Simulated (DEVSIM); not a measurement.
Device: illuminated GaAs p-on-n cell, one wavelength, at 300 K.

Layer 1 from the left is GaAs, thickness (μm) 0.580, Na (cm⁻³) 1.2e18, τn (s) 2.2e-9, τp (s) 7e-10, absorption coefficient (cm⁻¹) 6700. Layer 2 from the left is GaAs, thickness (μm) 2.00, Nd (cm⁻³) 1.2e16, τn (s) 2.8e-9, τp (s) 2.8e-9, absorption coefficient (cm⁻¹) 6700.

Left contact: ohmic, minority electron recombination velocity 2000 cm/s. Right contact: ohmic, minority hole recombination velocity 3e6 cm/s. Voltage is applied to the left contact. Recombination: SRH at mid-gap, radiative, Auger. Light enters at the left, 2e18 photons cm⁻² s⁻¹, one pass, no reflection. Mobility is constant in doping.

The device is made up for the run: typed textbook-type constants, with dimensions and the other settings drawn at random. Values at 300 K.

GaAs: gap (eV) 1.424, affinity (eV) 4.07, permittivity 12.9, Nc (cm⁻³) 4.7e17, Nv (cm⁻³) 9e18, μn (cm²/Vs) 8500, μp (cm²/Vs) 400, B (cm³/s) 2e-10, Cn (cm⁶/s) 1e-30, Cp (cm⁶/s) 1e-30.

Simulated with DEVSIM: 1D drift-diffusion, Boltzmann statistics, complete ionisation; no tunnelling, impact ionisation, image-force lowering or self-heating.

Dark forward current:

```tsv
|V| (V)	|J| (A/cm²)
0.05	2.273e-10
0.10	7.912e-10
0.15	2.291e-9
0.20	6.338e-9
0.25	1.730e-8
0.30	4.707e-8
0.35	1.281e-7
0.40	3.489e-7
0.45	9.532e-7
0.50	2.612e-6
0.55	7.189e-6
0.60	1.990e-5
0.65	5.555e-5
0.70	0.0001573
0.75	0.0004568
0.80	0.001392
0.85	0.004627
0.90	0.01767
0.95	0.08023
1.00	0.4271
1.05	2.516
1.10	14.98
1.15	77.32
1.20	312.0
1.25	1038
1.30	3088
```

**Question.** Work out the local ideality factor n = ΔV / (kT/q · ln(J2/J1)) between the rows 0.15 and 0.20 V, 1.05 and 1.10 V, 1.25 and 1.30 V.

**Answer.** kT/q = 25.85 mV. From 0.15 to 0.20 V: ln(6.338e-9/2.291e-9) = 1.018, n = 1.90, near the 2 of recombination in the depletion region. From 1.05 to 1.10 V: ln(14.98/2.516) = 1.784, n = 1.08, near the 1 of diffusion or emission over a barrier. From 1.25 to 1.30 V: ln(3088/1038) = 1.090, n = 1.77; the layers' resistance at their doping, Σ W/(qμN) = 1.3e-5 Ω cm², would take 27 mV of this step of 50 mV.

**Question.** What current could the absorbed light give at most, and what share is collected?

**Answer.** Σ αd = 1.73, so qΦ(1 − exp(−Σ αd)) = 264 mA/cm². The simulated short-circuit current is 213.7 mA/cm², a share of 0.81.

**Question.** Estimate the open-circuit voltage by superposition: the voltage at which the dark current equals that short-circuit current.

**Answer.** Interpolating ln J in the table gives 0.979 V. The simulation gives 0.978 V, the same within the digits that matter. Superposition holds where collection doesn't change with voltage.

**Question.** Estimate the fill factor from FF0 = (v − ln(v + 0.72))/(v + 1), v = qVoc/(nkT), with n from the dark curve.

**Answer.** The rows about Voc, 0.95 and 1.00 V, give n = 1.16, so v = 32.7 and FF0 = 0.866. The simulation gives 0.818; the estimate lies 5.9 % above.
